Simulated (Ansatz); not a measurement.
The parent structure is CuAu (space group P4/mmm, No. 123; a = 2.813 Å, c = 3.593 Å; relaxed with 0.1 eV smearing).

Computed with Ansatz (an electronic-structure program) PBEsol, spin-orbit coupling left out.

Strains are applied to the cell and any free atomic positions relax.

One change was made to it. Results:

The pressure (mean of the normal stresses, compression positive) goes from zero to -10.4 GPa; the energy grows by 38 meV/atom; the band gap is still zero.

Question: What was done to the base?
A. isotropic strain −1.50 %
B. isotropic strain +2.00 %
C. isotropic strain +2.50 %

Answer: C, isotropic strain +2.50 %. For comparison, the energy relative to the base in the other runs: isotropic strain −1.50 % gives +16 meV/atom; isotropic strain +2.00 % gives +25 meV/atom.

No phonon test of stability was made. All final runs are without spin polarisation.
